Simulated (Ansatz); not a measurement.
# MoS2: transverse stress against strain

MoS2 (2H layered, P6_3/mmc, 17.307 Å³/atom at rest, c along z) under a strain ε along c (axis z), the other axes held. PBE-D3(BJ) in Ansatz, a plane-wave DFT program (PAW, default set), 420 eV, 12×12×3 Γ-centred mesh, Fermi-Dirac smearing 0.05 eV; ions are relaxed within the symmetry of each cell. Stress is positive for a compressed cell.

Here s stands for strain and y for stress xx.

```csv
strain (%),stress xx (GPa)
-1.20,0.14
-0.60,0.06
0.00,0.00
0.60,-0.06
1.20,-0.11
3.00,?
```

Fit y of the 5 rows that show it with a straight line. Means: s 0, y 0.006. About the means, the sum of products is -0.37200 and the sum of squares of s is 3.6000; the slope is their ratio. Least squares gives y = 0.006 - 0.1033·s. Residuals (row less fit): 0.010, -0.008, -0.006, -0.004, 0.008; standard error 0.010 (degrees of freedom: 3). The slope gives the elastic constant C13 = 10.3 ± 0.5 GPa.

### Question
Estimate the missing y (s = 3.00); what did the run itself give?

### Answer
y = 0.006 - 0.1033 × 3.0 = -0.304 GPa. The calculation gives -0.23 GPa, 0.074 GPa above the prediction (20.0 % of the range of y in the table). The row lies outside the fitted rows, so this is an extrapolation. From the scatter of the fitted rows alone, a prediction at this place has a standard error of 0.019 GPa, so the miss is 3.9 times that.

One order more, fitted to all 11 runs of the series, follows each within 0.01, so the miss is the next term of a smooth law. Rows are the converged runs of the series near zero and its far end; series whose fitted rows scatter by over a few per cent of the range, as at a crossing or softening among them, aren't shown in this form. Most that stay on the fit to the last digits aren't either.
